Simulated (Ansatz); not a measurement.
Consider InAs in the zinc blende structure (space group F-43m, No. 216; a = 6.186 Å). Axes: x, y, z lie along the cube axes.

Method: Kohn–Sham DFT with the PBE functional, run in Ansatz (a program for electronic structure) with PAW and 420 eV plane waves, no spin-orbit coupling.

Perturbation: every lattice vector is shortened by 2.03 %, atoms relaxed at fixed cell.

### Question
Predict the stress tensor and what it implies for the stiffness.

### Answer
Stress of the strained cell less that of the base (GPa, compression positive):
```
    3.5     0.0     0.0
    0.0     3.5     0.0
    0.0     0.0     3.5
```

Then B = −ΔP/(ΔV/V₀) with ΔV/V₀ = -0.0597 gives secant stiffness values (nonlinear terms included at this strain): B ≈ 58 GPa.

As a check, the harmonic strain energy −½ V₀ Δσ:ε is 19 meV/atom; the computed energy rise is 18 meV/atom.

The mesh was chosen for an insulator and is coarse for the gapless case. Whether these cells are dynamically stable was not tested. All final runs are without spin polarisation.
